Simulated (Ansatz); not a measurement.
C11b MoSi2, treated with LDA (PAW; Ansatz, a first-principles code).

Total energies, extrapolated to zero smearing (they compare only within this program, potentials and cutoff):

```
system                energy (eV/atom)
--------------------  ----------------
C11b MoSi2, relaxed         -2020.6417
diamond-structure Si         -608.6487
bcc Mo                      -4842.8598
```

Question: Work out the enthalpy of formation per atom.

Answer: ΔH_f ≈ ΔE = -2020.6417 − [2 × (-608.6487) + 1 × (-4842.8598)]/3 = -0.589 eV/atom (0 K, no vibrations). The reference value is -0.496 ± 0.02 eV/atom (measured, 298 K, copied from a table, unchecked, no zero-point or thermal correction; as tabulated in Wang et al. (2021), doi:10.1038/s41598-021-94550-5), a difference of -0.093 eV/atom.

The PAW data were made under PBE.
